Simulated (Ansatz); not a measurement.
**Effect of pressure −1 GPa on CsPbCl3**

Start from CsPbCl$_{3}$ in the cubic perovskite structure (space group Pm-3m, No. 221; a = 5.6188 Å).

It is then changed as follows: a negative pressure, −1 GPa.

Level of theory: Kohn–Sham DFT with the PBEsol functional, run in Ansatz (a quantum-chemistry and plane-wave program) with PAW and 420 eV plane waves, no spin-orbit coupling. k-mesh 6×6×6 (Γ-centred); smearing 0.05 eV (Fermi–Dirac).

```json
[
 {"quantity": "lattice parameter a", "base": "5.619 Å", "changed": "5.702 Å", "shift": "+0.0836 Å"},
 {"quantity": "shortest interatomic distance", "base": "2.809 Å", "changed": "2.851 Å", "shift": "+0.042 Å"},
 {"quantity": "enthalpy H = E + PV relative to the base's energy", "base": "–", "changed": "-0.23 eV/atom", "shift": "–"},
 {"quantity": "band gap", "base": "1.83 eV", "changed": "2.02 eV", "shift": "+0.184 eV"},
 {"quantity": "gap character", "base": "direct at R", "changed": "direct at R", "shift": "–"},
 {"quantity": "mean gap deformation potential ΔEg/Δln V", "base": "–", "changed": "+4.1 eV", "shift": "–"},
 {"quantity": "width of the top valence band", "base": "2.48 eV", "changed": "2.16 eV", "shift": "-0.32 eV"},
 {"quantity": "electron mass (degenerate bands, along [100])", "base": "0.10, 0.83, 0.83 mₑ (at R)", "changed": "0.11, 0.88, 0.88 mₑ (at R)", "shift": "–"},
 {"quantity": "valley order (the lowest conduction-band minima on the path, energy above the VBM, named in the base's zone)", "base": "R along ⟨111⟩ 1.83 eV; Γ 3.24 eV", "changed": "R along ⟨111⟩ 2.02 eV; Γ 3.47 eV", "shift": "–"}
]
```

Spin-orbit coupling, missing from the scalar runs, can matter with Pb. Load acts through the strain it causes; cell and atoms are relaxed under it. Masses are band curvatures over ±0.01 Å⁻¹ around the edge. Whether these cells are dynamically stable was not tested. Many cubic perovskites are stable only at high temperature; tilts and polar distortions were not tested. This is not the structure that CsPbCl3 has at room temperature and ambient pressure.
